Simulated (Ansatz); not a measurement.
**Short convergence ladders for Cu (Fm-3m, 1 atom in the cell)**

```
CELL_PARAMETERS angstrom
      0.00000     1.81042     1.81042
      1.81042     0.00000     1.81042
      1.81042     1.81042     0.00000
ATOMIC_POSITIONS crystal
  Cu 0.00000 0.00000 0.00000
```

Base method: PBE (plane waves, PAW; Ansatz, an electronic-structure program).

Base settings: basis.ecutwfc = 30.9 Ry; kpoints.mp_grid.grid = 16 16 16; hamiltonian.xc = pbe; hamiltonian.pseudopotentials = {kind: paw} (the program's default PAW files); scf.occupations.method = gaussian; scf.occupations.width = 0.0073 Ry.

The count of work is k-points × plane waves × bands × iterations; it is no time. 

**The width of Fermi-Dirac smearing**

In this ladder: kpoints.mp_grid.grid = 26 26 26; scf.occupations.method = fermi_dirac.

Narrow widths need finer meshes than wide ones, so the last steps can hold mesh noise.

Only quantities that move along the ladder and can be compared are tabulated; pressure and forces are left out, as mesh noise rules them at narrow widths.

```csv
scf.occupations.width,free energy less the last step's (meV/atom),energy extrapolated to zero width less the last step's (meV/atom)
0.0735 Ry,-819.38,110.09
0.0367 Ry,-155.33,35.14
0.022 Ry,-45.52,5.55
0.0147 Ry,-18.44,1.00
0.0073 Ry,-3.38,0.19
0.0037 Ry,0.00,0.00
```

Widest scf.occupations.width that holds the energy extrapolated to zero width within 2 meV/atom of the last step, with all finer ones: 0.0147 Ry; the step before is off by 5.5 meV/atom.

Widest scf.occupations.width that holds the free energy within 5 meV/atom: not settled: the last two steps still differ by 3.4 meV/atom, over half the tolerance, so the ladder does not show it.

The extrapolation to zero width removes most of the smearing's effect on the energy.

**The width of Methfessel-Paxton smearing**

In this ladder: kpoints.mp_grid.grid = 26 26 26; scf.occupations.method = methfessel_paxton.

Narrow widths need finer meshes than wide ones, so the last steps can hold mesh noise.

Only quantities that move along the ladder and can be compared are tabulated; pressure and forces are left out, as mesh noise rules them at narrow widths.

| scf.occupations.width | free energy less the last step's (meV/atom) |
|---|---|
| 0.0367 Ry | 0.68 |
| 0.022 Ry | 0.29 |
| 0.0147 Ry | -0.04 |
| 0.0073 Ry | -0.07 |
| 0.0037 Ry | 0.00 |

Widest scf.occupations.width that holds the free energy within 0.5 meV/atom of the last step, with all finer ones: 0.022 Ry; the step before is off by 0.68 meV/atom.

**The mesh under tetrahedron occupations**

In this ladder: scf.occupations.method = tetrahedron; scf.occupations.width = default.

Only quantities that move along the ladder and can be compared are tabulated.

| kpoints.mp_grid.grid | free energy less the last step's (meV/atom) | pressure (GPa) | count of work / last |
|---|---|---|---|
| 7 7 7 | -9.73 | 0.92 | 0.016 |
| 8 8 8 | -7.88 | 0.90 | 0.023 |
| 10 10 10 | -3.24 | 0.98 | 0.038 |
| 12 12 12 | -1.63 | 1.00 | 0.058 |
| 15 15 15 | 0.88 | 0.99 | 0.097 |
| 19 19 19 | 0.59 | 1.01 | 0.18 |
| 23 23 23 | 0.23 | 1.02 | 0.29 |
| 29 29 29 | 0.00 | 1.02 | 0.55 |
| 36 36 36 | 0.00 | 1.02 | 1.0 |

Coarsest kpoints.mp_grid.grid that holds the free energy within 5 meV/atom of the last step, with all finer ones: 10 10 10, at 0.038 of the last step's count of work; the step before is off by 7.9 meV/atom.

Coarsest kpoints.mp_grid.grid that holds the pressure within 0.05 GPa of the last step, with all finer ones: 10 10 10, at 0.038 of the last step's count of work; the step before is off by 0.12 GPa.

On the base run: the starting cell has typed, rounded lattice constants, without a prior relaxation at this level. Its lattice was rescaled by up to half a per cent. Spin polarisation is off. Ansatz's pressure includes its estimate of the finite-basis (Pulay) stress.

Left out of this page: 4 runs of the series outside the window shown, repeating another row's setting, or not comparable; 1 run of the series unsound by tests on forces, stress, charge or solver warnings.

Keys are those of Ansatz 0.2.
